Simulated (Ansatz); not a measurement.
Base system: MgTe in the wurtzite structure (space group P6_3mc, No. 186).

```
CELL_PARAMETERS angstrom
      4.56143     0.00000     0.00000
     -2.28071     3.95031     0.00000
      0.00000     0.00000     7.41192
ATOMIC_POSITIONS crystal
  Mg 0.33333 0.66667 0.99959
  Mg 0.66667 0.33333 0.49959
  Te 0.33333 0.66667 0.37641
  Te 0.66667 0.33333 0.87641
```

Cartesian axes are those of the cell as printed.

Method: PBEsol (Ansatz, a first-principles code; PAW; 420 eV plane waves; without spin-orbit coupling).

Strains are applied to the cell and any free atomic positions relax; under biaxial strain the out-of-plane vector relaxes too.

One change was made to it. Results:

The valence-band top at Γ (three highest levels, from the VBM) changes from 0.00, -0.02, -0.02 eV to 0.00, -0.27, -0.27 eV; the band gap decreases by 0.28 eV, from 2.39 eV to 2.11 eV.

Q: Which change produced these results?
(A) biaxial strain +2.40 %, plane normal [001], relaxed out of plane
(B) biaxial strain +1.20 %, plane normal [001], relaxed out of plane
(C) biaxial strain +3.00 %, plane normal [001], relaxed out of plane
(D) biaxial strain +1.80 %, plane normal [001], relaxed out of plane
(E) biaxial strain +0.60 %, plane normal [001], relaxed out of plane

A: A, biaxial strain +2.40 %, plane normal [001], relaxed out of plane. For comparison, the band gap in the other runs: biaxial strain +1.80 %, plane normal [001], relaxed out of plane gives 2.18 eV; biaxial strain +1.20 %, plane normal [001], relaxed out of plane gives 2.25 eV; biaxial strain +0.60 %, plane normal [001], relaxed out of plane gives 2.32 eV; biaxial strain +3.00 %, plane normal [001], relaxed out of plane gives 2.04 eV.

With Te present, leaving out spin-orbit coupling can change the band edges. No phonon test of stability was made.
